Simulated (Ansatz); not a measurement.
System: CuAu3 (P6₃/mmc, No. 194, 8 atoms in the cell; start mp-1184004; a measured phase of this formula has another space group). Method: LDA in Ansatz (plane waves, PAW).

Numerical settings: plane-wave cutoff 520 eV, 12×12×12 k mesh, Fermi–Dirac smearing 0.05 eV, no spin polarisation, scalar-relativistic PAW data made under PBE.

Cell (relaxed at this level):

```xyz
8
Lattice="5.5306 0.0000 0.0000 -2.7653 4.7896 0.0000 0.0000 0.0000 4.6107" Properties=species:S:1:pos:R:3 pbc="T T T"
Cu     2.7653     1.5965     1.1527
Cu     0.0000     3.1931     3.4581
Au     1.4032     0.8101     3.4581
Au     1.3621     3.9795     1.1527
Au     0.0000     1.6202     1.1527
Au     2.7653     3.1694     3.4581
Au     4.1274     0.8101     3.4581
Au    -1.3621     3.9795     1.1527
```

Task: Predict the bulk modulus B0.

Result: 
- bulk modulus B0 = 191 GPa

Note: the run has no spin polarisation, so it can have missed a magnetic state; the bulk modulus is −V dP/dV from two relaxed cells at ±2 % in volume; the relaxation could not lower the start's symmetry, so the cell can be a saddle point above a distorted one.

Spin–orbit coupling is not included; it can shift volumes and moduli of such heavy elements.

Static lattice: no zero-point or thermal effects.

The result took about 8 core-minutes (a rough figure).

A start named mp-… is a Materials Project structure, which need not be a measured phase.

Ansatz is a first-principles code.
